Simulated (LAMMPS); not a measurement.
Size effects in liquid Al (fcc) at 1030 K and zero pressure.

Method: classical MD, pair style adp, file AlCu.adp (LAMMPS).

| atoms | volume | first peak of g(r) | D(Al) | viscosity | rough cost (core-seconds per simulated ps) |
|---|---|---|---|---|---|
| 108 | 18.536 ± 0.004 Å³/atom | 2.81 Å, height 3.0 | (3.1 ± 0.1) × 10^-5 cm²/s | - | 0.23 |
| 256 | 18.547 ± 0.004 Å³/atom | 2.76 Å, height 2.9 | (3.2 ± 0.3) × 10^-5 cm²/s | - | 0.8 |
| 2048 | 18.556 ± 0.002 Å³/atom | 2.79 Å, height 3.0 | (3.49 ± 0.03) × 10^-5 cm²/s | 1.9 ± 0.2 mPa s | 2.5 |
| 16384 | 18.5570 ± 0.0009 Å³/atom | 2.79 Å, height 2.9 | (3.69 ± 0.07) × 10^-5 cm²/s | 2.1 ± 0.3 mPa s | 21 |

Periodic images slow diffusion in small cells, by a term that falls as 1/L. Costs are rough.

Errors of D are the spread over four groups of atoms in one short run; a floor of about 5 %, a picked value, is safer.

Uncertainties are statistical and leave out the potential's own error.
